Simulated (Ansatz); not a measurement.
WO₃ (Pm-3m, No. 221, 4 atoms in the cell; start mp-19390; a measured phase of this formula has another space group) was calculated with LDA (Ansatz, a quantum-chemistry and plane-wave program, PAW).

Input:

Ansatz 0.2 input:
```yaml
crystal:
  lattice:
    - [3.7763549727, 0.0, 0.0]
    - [0.0, 3.7763549727, 0.0]
    - [0.0, 0.0, 3.7763549727]
  atoms:
    - { symbol: W, position: [0.0, 0.0, 0.0] }
    - { symbol: O, position: [0.0, 0.0, 0.5] }
    - { symbol: O, position: [0.5, 0.0, 0.0] }
    - { symbol: O, position: [0.0, 0.5, 0.0] }
basis:
  ecutwfc: 520
  ecutrho_ratio: 4
  xc_grid: 2
kpoints:
  mp_grid: { grid: [10, 10, 10] }
  band_path:
    path:
      - [0.0, 0.0, 0.0]
      - [0.0, 0.0625, 0.0]
      - [0.0, 0.125, 0.0]
      - [0.0, 0.1875, 0.0]
      - [0.0, 0.25, 0.0]
      - [0.0, 0.3125, 0.0]
      - [0.0, 0.375, 0.0]
      - [0.0, 0.4375, 0.0]
      - [0.0, 0.5, 0.0]
      - [0.0625, 0.5, 0.0]
      - [0.125, 0.5, 0.0]
      - [0.1875, 0.5, 0.0]
      - [0.25, 0.5, 0.0]
      - [0.3125, 0.5, 0.0]
      - [0.375, 0.5, 0.0]
      - [0.4375, 0.5, 0.0]
      - [0.5, 0.5, 0.0]
      - [0.458333, 0.458333, 0.0]
      - [0.416667, 0.416667, 0.0]
      - [0.375, 0.375, 0.0]
      - [0.333333, 0.333333, 0.0]
      - [0.291667, 0.291667, 0.0]
      - [0.25, 0.25, 0.0]
      - [0.208333, 0.208333, 0.0]
      - [0.166667, 0.166667, 0.0]
      - [0.125, 0.125, 0.0]
      - [0.083333, 0.083333, 0.0]
      - [0.041667, 0.041667, 0.0]
      - [0.033333, 0.033333, 0.033333]
      - [0.066667, 0.066667, 0.066667]
      - [0.1, 0.1, 0.1]
      - [0.133333, 0.133333, 0.133333]
      - [0.166667, 0.166667, 0.166667]
      - [0.2, 0.2, 0.2]
      - [0.233333, 0.233333, 0.233333]
      - [0.266667, 0.266667, 0.266667]
      - [0.3, 0.3, 0.3]
      - [0.333333, 0.333333, 0.333333]
      - [0.366667, 0.366667, 0.366667]
      - [0.4, 0.4, 0.4]
      - [0.433333, 0.433333, 0.433333]
      - [0.466667, 0.466667, 0.466667]
      - [0.5, 0.5, 0.5]
      - [0.458333, 0.5, 0.458333]
      - [0.416667, 0.5, 0.416667]
      - [0.375, 0.5, 0.375]
      - [0.333333, 0.5, 0.333333]
      - [0.291667, 0.5, 0.291667]
      - [0.25, 0.5, 0.25]
      - [0.208333, 0.5, 0.208333]
      - [0.166667, 0.5, 0.166667]
      - [0.125, 0.5, 0.125]
      - [0.083333, 0.5, 0.083333]
      - [0.041667, 0.5, 0.041667]
      - [0.5, 0.5, 0.4375]
      - [0.5, 0.5, 0.375]
      - [0.5, 0.5, 0.3125]
      - [0.5, 0.5, 0.25]
      - [0.5, 0.5, 0.1875]
      - [0.5, 0.5, 0.125]
      - [0.5, 0.5, 0.0625]
    npoints: 1
hamiltonian:
  xc: lda
  dispersion: none
  pseudopotentials: { kind: paw }
scf:
  occupations: { method: fermi_dirac, width: 0.01 }
  convergence: { dr2_threshold: 0.0000000004 }
output:
  forces: true
  stress: true
  eigenvalues: true
  write_bands: true
```

The run printed, among other lines:

```
Crystal: 4 atoms, lattice volume = 53.854 Å³
Basis set: ecut = 520 eV, 1419 PW (Γ), exchange–correlation on 60×60×60 points (8 copies of the dense FFT grid, shifted against one another)
Bands: 20, of which v1, the nominal top of the filled ones, is band 16 counted from 1 (15 counted from 0)
Symmetry: 48 space group operations
Space group: Pm-3m (ITA 221), of the structure as read, at distance tolerance 3.8e-5 Å
k-points: 56 of 1000
Functional: x = slater, c = lda
SCF iter   1: F=—  HF=-11796.724900 eV  |F-HF|=—  |Δ(HF+E_count)|=         —  Δρ=1.95e-2  dr2=2.00e-1
SCF iter   2: F=—  HF=-11796.688271 eV  |F-HF|=—  |Δ(HF+E_count)|=   3.66e-2  Δρ=7.76e-3  dr2=2.32e-2
  ...
SCF iter   8: F=—  HF=-11796.683002 eV  |F-HF|=—  |Δ(HF+E_count)|=   5.61e-8  Δρ=1.53e-6  dr2=1.78e-9
SCF iter   9: F=-11796.683002 eV  HF=-11796.683002 eV  |F-HF|=9.09e-12  |Δ(HF+E_count)|=  6.91e-10  Δρ=1.48e-7  dr2=9.03e-12
SCF 1 converged in 9 iterations: F = -11796.683002 eV  dr2 = 9.03e-12
SCF converged after 9 iterations
Free energy (F): -11796.683002 eV
Internal energy: -11796.683002 eV  (E = F + TS)
E sigma→0 (E₀):  -11796.683002 eV
Fermi energy:    6.311886 eV
--- Stress (GPa, compression-positive) ---
       -0.018749       0.000000       0.000000
       -0.000000      -0.018749       0.000000
        0.000000      -0.000000      -0.018749
  P = ⅓ Tr σ = -0.0187 GPa (-0.187 kbar)
```

The PAW data were made under PBE.

A start named mp-… is a Materials Project structure, which need not be a measured phase.
